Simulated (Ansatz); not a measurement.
Where the default PAW files enter, the runs use the earlier of Ansatz's two default sets.

Tunnelling through a barrier is set by its complex band structure: the current falls as exp(−2κd) with the smallest κ.

Consider the following.

```yaml
crystal:
  lattice:
    - [3.80796, 0.00000, 0.00000]
    - [0.00000, 18.67874, 0.00000]
    - [1.90398, 0.00000, 3.29779]
  atoms:
    - { symbol: Zn, position: [0.33333, 0.16674, 0.33333] }
    - { symbol: Zn, position: [0.66667, 0.66674, 0.66667] }
    - { symbol: Zn, position: [0.66667, 0.33314, 0.66667] }
    - { symbol: Zn, position: [0.33333, 0.83314, 0.33333] }
    - { symbol: Zn, position: [0.00000, 0.50006, 0.00000] }
    - { symbol: Zn, position: [0.00000, 0.00006, 0.00000] }
    - { symbol: S, position: [0.33333, 0.04188, 0.33333] }
    - { symbol: S, position: [0.66667, 0.54188, 0.66667] }
    - { symbol: S, position: [0.66667, 0.20829, 0.66667] }
    - { symbol: S, position: [0.33333, 0.70829, 0.33333] }
    - { symbol: S, position: [0.00000, 0.37489, 0.00000] }
    - { symbol: S, position: [0.00000, 0.87489, 0.00000] }
```

Space group of this cell: P6_3mc. The cell is taken as given.

Transport runs along the normal of the first two printed cell vectors, the (100) plane of the conventional cell.

The gap is the functional's own. No spin-orbit coupling. Mid-gap values are interpolated on the energy grid.

State the band gap and the smallest decay constant κ at mid-gap according to r2SCAN in Ansatz (a first-principles code).

Gap 2.73 eV on a 10×2×10 mesh; κ = 0.180 1/Å, at the zone centre.
